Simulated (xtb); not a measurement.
xtb 6.7.1, GFN2-xTB: Co(OH)2(NH3)2 ([NH3]->[Co](<-[NH3])([OH])[OH]), charge 0, multiplicity 4, 13 atoms. The geometry is a generated start, not checked to be a minimum at this level.

- run flags: --grad
- method: GFN2-xTB
- --acc: 1 (default)
- --etemp (K): 300 (default)
- basis functions: 34
- valence electrons: 39

```xyz
13

Co    -0.4142     0.5127     0.4984
O     -1.1760     1.5235    -0.7100
H     -1.8318     2.1717    -0.9357
O      0.1314    -0.2433     1.9919
H     -0.2072    -0.5953     2.8073
N      1.8350     0.9020    -0.2299
H      2.4255     0.4206     0.4366
H      2.0171     1.8962    -0.1803
H      2.0321     0.5760    -1.1661
N     -1.1291    -1.5751    -0.5149
H     -1.9615    -1.9344    -0.0668
H     -0.3917    -2.2628    -0.4415
H     -1.3296    -1.3917    -1.4890
```

Charge 0 and multiplicity 4 are set for this test and not shown to be the ground state. GFN-xTB has no spin term: --uhf 3 sets the occupations alone.

One run each on 1 thread. Values of broydamp tried: 0.02, 0.05, 0.1, 0.2, 0.4 (default), 0.6, 0.8, 1.

Predict the course of the SCC iterations along this series.

Fewest SCC iterations, within one of each other: 0.4 (default) with 11, 0.6 with 11, 0.8 with 12. The count rises to 20 at 0.02. All converge to one solution.

```csv
broydamp,SCC iterations,end
0.02,20,same solution
0.05,17,same solution
0.1,15,same solution
0.2,14,same solution
0.4 (default),11,same solution
0.6,11,same solution
0.8,12,same solution
1,15,same solution
```
